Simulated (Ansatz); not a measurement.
A computed series for AlAs: thickness series

Start from AlAs in the wurtzite structure (space group P6_3mc, No. 186; a = 4.003 Å, c = 6.581 Å; a model cell, its experimental status unchecked). Axes: x lies along a and z along c of the hexagonal cell.

Free-standing slabs (4 atom(s) a layer) normal to the y axis with 15 Å of vacuum; in-plane cell held at bulk.

Level of theory: PBEsol (Ansatz, an electronic-structure program, PAW, no spin-orbit coupling), earlier PAW set.

Computed cases, in order: 1 layer; 2 layers; 3 layers; 4 layers.

Task: Between which two neighbouring cases does the gap turn between direct and indirect?

Result: Between 1 layer (2.44 eV, direct at Γ) and 2 layers (1.53 eV, indirect, Γ → k = (-1/2, 0.200, 0) in the run's primitive reciprocal basis). The whole series: 1 layer: 2.44 eV, direct at Γ; 2 layers: 1.53 eV, indirect, Γ → k = (-1/2, 0.200, 0) in the run's primitive reciprocal basis; 3 layers: 1.49 eV, indirect, Γ → X–U (67 % along); 4 layers: 1.41 eV, indirect, Γ → X–U (67 % along).

Whether these cells are dynamically stable was not tested. This is not the structure that AlAs has at room temperature and ambient pressure. Labels are those of the standard path for the cell's own space group.
